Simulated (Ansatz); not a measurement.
Take LiNbO3 (space group R3c, No. 161; a = 5.190 Å, c = 14.016 Å (hexagonal axes)) as the base.

(Cell as relaxed with PBE.)

Levels (all Ansatz, an electronic-structure program, PAW): PBE (420 eV, no spin-orbit coupling); r2SCAN (500 eV, spin-orbit coupling left out).

Each level relaxes its own structure.

| base | PBE | r2SCAN |
|---|---|---|
| volume per atom | 10.90 Å³ | 10.58 Å³ |
| lattice parameter a | 5.190 Å | 5.137 Å |

The change: cell and atoms relaxed at a pressure of 4.5 GPa.

| quantity | PBE | r2SCAN |
|---|---|---|
| c/a ratio | 2.708 | … |
| lattice parameter a | 5.118 Å | … |

Problem. Given the PBE results, estimate those of r2SCAN.

Solution. 
- c/a ratio, r2SCAN: 2.710
- lattice parameter a, r2SCAN: 5.072 Å

PBE's c/a ratio lies 0.0028 below r2SCAN's; PBE's lattice parameter a lies 0.046 Å above r2SCAN's (0.9 %). Neither level is exact; r2SCAN is the comparison here, not a measurement.

Load acts through the strain it causes; cell and atoms are relaxed under it. No phonon test of stability was made.
